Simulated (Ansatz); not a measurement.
**Response to strain in hypothetical CsCl type LaP**

Start from LaP in the CsCl type structure (space group Pm-3m, No. 221; a hypothetical phase, not in the database extracts checked; relaxed with 0.1 eV smearing).

```
CELL_PARAMETERS angstrom
      3.64928     0.00000     0.00000
      0.00000     3.64928     0.00000
      0.00000     0.00000     3.64928
ATOMIC_POSITIONS crystal
  La 0.00000 0.00000 0.00000
  P  0.50000 0.50000 0.50000
```

Cartesian axes are those of the cell as printed.

Strains are applied to the cell and any free atomic positions relax.

Level of theory: DFT with r2SCAN, PAW potentials and a 500 eV plane-wave cutoff in Ansatz (an electronic-structure program), spin-orbit coupling left out.

Candidates:
(a) isotropic strain +1.42 %
(b) isotropic strain +2.59 %
(c) isotropic strain +2.92 %
(d) uniaxial strain ε_xx = +3.75 %

Notes on the quantities. energy relative to the base: free energy F.

Task: Order them by energy relative to the base, lowest first.

Result: (a) isotropic strain +1.42 % (+10 meV/atom), (d) uniaxial strain ε_xx = +3.75 % (+17 meV/atom), (b) isotropic strain +2.59 % (+33 meV/atom), (c) isotropic strain +2.92 % (+42 meV/atom)

No phonon test of stability was made. All final runs are without spin polarisation.
